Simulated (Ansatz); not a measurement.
Input and output of a self-consistent single point for SiO2 (P3_221, 9 atoms in the cell) (Ansatz, a program for electronic structure).

Computed with PBE, PAW files (plane waves; Ansatz).

```xyz
9
Lattice="5.0287 0.0000 0.0000 -2.5143 4.3549 0.0000 0.0000 0.0000 5.5555" Properties=species:S:1:pos:R:3 pbc="T T T"
Si    -1.1787     2.0416     1.8518
Si     1.3356     2.3133     0.0000
Si     2.3574     0.0000     3.7036
O     -1.1122     3.1854     3.0434
O      0.3118     1.7990     1.1916
O      0.8004     3.7255     4.8952
O      3.3147     0.6295     2.5121
O      1.4021     1.1696     4.3639
O      2.8262     2.5559     0.6603
```

Reference input (self-consistent single point, DFT, PBE, plane waves, PAW files): basis.ecutwfc = 420 eV; kpoints.mp_grid.grid = 5 5 4; hamiltonian.xc = pbe; hamiltonian.pseudopotentials = {kind: paw} (the program's default PAW files); scf.occupations.method = gaussian; scf.occupations.width = 0.01 eV. This run's input differs from it in these lines:

Ansatz 0.2 input:
```diff
@@ -16,3 +16,3 @@
 basis:
-  ecutwfc: 420.0
+  ecutwfc: 735.0
 kpoints:
```

The program printed (abridged):

```
SCF iter   1: F=—  HF=-5326.707777 eV  |F-HF|=—  |Δ(HF+E_count)|=         —  Δρ=1.23e-1  dr2=1.70e1  ethr=3.10e-3  ⟨swp⟩=7.1  Hψ=2923  notcnv=0  defer=1
all-band conjugate gradients solve this SCF's bands
preconditioner: auto → Resta (q_TF=auto, 2.337 Å⁻¹)
SCF iter   2: F=—  HF=-5322.192557 eV  |F-HF|=—  |Δ(HF+E_count)|=    4.52e0  Δρ=4.29e-2  dr2=8.79e-1  ethr=3.10e-3  ⟨swp⟩=4.2  Hψ=1539  notcnv=0  defer=41
   [... lines left out ...]
SCF iter   5: F=—  HF=-5322.183756 eV  |F-HF|=—  |Δ(HF+E_count)|=   4.16e-3  Δρ=5.14e-4  dr2=2.58e-4  ethr=5.10e-6  ⟨swp⟩=3.2  Hψ=1145  notcnv=0  defer=41
SCF iter   6: F=—  HF=-5322.183899 eV  |F-HF|=—  |Δ(HF+E_count)|=   1.43e-4  Δρ=5.70e-5  dr2=5.56e-6  ethr=5.38e-7  ⟨swp⟩=2.1  Hψ=939  notcnv=0  defer=41
SCF iter   7: F=—  HF=-5322.183762 eV  |F-HF|=—  |Δ(HF+E_count)|=   1.38e-4  Δρ=1.03e-5  dr2=9.18e-8  ethr=2.08e-10  ⟨swp⟩=15.1  Hψ=4007  notcnv=0
SCF iter   8: F=-5322.183762 eV  HF=-5322.183762 eV  |F-HF|=7.17e-9  |Δ(HF+E_count)|=   2.70e-7  Δρ=2.39e-6  dr2=6.99e-9  ethr=1.91e-10  ⟨swp⟩=4.0  Hψ=2332  notcnv=0
SCF 1 converged in 8 iterations: F = -5322.183762 eV  dr2 = 6.99e-9
Free energy (F): -5322.183762 eV
Internal energy: -5322.183762 eV  (E = F + TS)
E sigma→0 (E₀):  -5322.183762 eV
Fermi energy:    4.581579 eV
--- Forces (eV/Å), atoms counted from 1 ---
  atom   1  Si    -0.04340584     0.07518113    -0.00000000
  atom   2  Si    -0.04340584    -0.07518113     0.00000000
  atom   3  Si     0.08681169    -0.00000000     0.00000000
  atom   4  O      0.35536785     0.07132382    -0.18627191
  atom   5  O     -0.23945217     0.27209568    -0.18627191
  atom   6  O     -0.11591568    -0.34341950    -0.18627191
  atom   7  O     -0.11591568     0.34341950     0.18627191
  atom   8  O      0.35536785    -0.07132382     0.18627191
  atom   9  O     -0.23945217    -0.27209568     0.18627191
--- Stress (GPa, compression-positive) ---
       -6.372862       0.000000       0.000000
        0.000000      -6.372862       0.000000
        0.000000       0.000000      -6.785732
  P = ⅓ Tr σ = -6.5105 GPa (-65.105 kbar)
  The stress holds the Pulay correction. Without it, at fixed plane waves, as pw.x and ABINIT print it: P = -6.5175 GPa
```

The run converged in 8 iterations. Against the reference run the free energy drops by 3.1 meV/atom, the pressure moves little (-6.48 to -6.51 GPa), the largest force hardly changes (0.405 to 0.408 eV/Å) and the gap on the mesh stays at 5.424 eV.

The starting cell comes from a database of computed structures (which also holds hypothetical and non-ambient phases and stackings), without a prior relaxation at this level. Its lattice was rescaled by a random factor within 2.5 % of one. Ansatz's pressure includes its estimate of the finite-basis (Pulay) stress.
